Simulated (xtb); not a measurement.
xtb 6.7.1, GFN2-xTB: c1ccc2c(-c3sc(-c4cc5sccc5s4)c4c3OCCO4)c3ccccc3cc2c1, 47 atoms. The geometry is a generated start, not checked to be a minimum at this level.

* **method**: GFN2-xTB
* **--acc**: 1 (default)
* **--etemp (K)**: 300 (default)
* **detailed input (--input)**: none: ANC optimiser, Lindh (1995) Hessian, microcycle=20, maxdispl=1.0, hlow=0.01 (default)
* **basis functions**: 158
* **valence electrons**: 150

The structure is relaxed from this start with --opt LEVEL for the levels crude, sloppy, loose, lax, normal, tight, vtight, extreme, once each. Up to the end of the extreme run atoms move by at most 1.00 Å along an axis.

Which level is enough to come within 5 meV of the tightest end point?

normal: 67 cycles against 152, ending 1.9 meV above.

```json
[
 {"level": "crude", "cycles": "4", "energy above the extreme run (meV)": "99", "gradient norm (eV/Å)": "0.37"},
 {"level": "sloppy", "cycles": "18", "energy above the extreme run (meV)": "21", "gradient norm (eV/Å)": "0.17"},
 {"level": "loose", "cycles": "21", "energy above the extreme run (meV)": "17", "gradient norm (eV/Å)": "0.17"},
 {"level": "lax", "cycles": "22", "energy above the extreme run (meV)": "17", "gradient norm (eV/Å)": "0.083"},
 {"level": "normal", "cycles": "67", "energy above the extreme run (meV)": "1.9", "gradient norm (eV/Å)": "0.0082"},
 {"level": "tight", "cycles": "94", "energy above the extreme run (meV)": "0.47", "gradient norm (eV/Å)": "0.0032"},
 {"level": "vtight", "cycles": "94", "energy above the extreme run (meV)": "0.47", "gradient norm (eV/Å)": "0.0032"},
 {"level": "extreme", "cycles": "152", "energy above the extreme run (meV)": "—", "gradient norm (eV/Å)": "0.0015"}
]
```
